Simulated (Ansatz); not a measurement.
# GaN: response to strain

Consider GaN in the wurtzite structure (space group P6_3mc, No. 186).

Space group P6₃mc (No. 186); a = 3.1826 Å, b = 3.1826 Å, c = 5.1854 Å, α = 90.00°, β = 90.00°, γ = 120.00°

```csv
atom,site,symmetry,x,y,z
Ga,2b,3m.,0.3333,0.6667,0.0002
N,2b,3m.,0.3333,0.6667,0.3768
```

Strains are applied to the cell and any free atomic positions relax.

Computed with DFT with PBEsol, PAW potentials and a 420 eV plane-wave cutoff in Ansatz (an electronic-structure program), spin-orbit coupling left out.

Notes on the quantities. pressure: mean of the normal stresses, compression positive.

| isotropic strain (%) | pressure (GPa) |
|---|---|
| -3 | 21.0 |
| -2.4 | 16.1 |
| -1.8 | ? |
| -1.2 | 7.4 |
| -0.6 | 3.5 |
| 0 | 0.0 |

Q: Fit P = P₀ − Bδ + Cδ² with δ = (1 + ε)³ − 1 to the rows shown and predict the withheld row.

A: Least squares on the printed values gives P₀ = 0.0 GPa, B = 185 GPa (at held cell shape), C = 637 GPa (largest residual 0.0 GPa); this predicts 11.6 GPa, and the run gives 11.6 GPa, in agreement.

Whether these cells are dynamically stable was not tested.
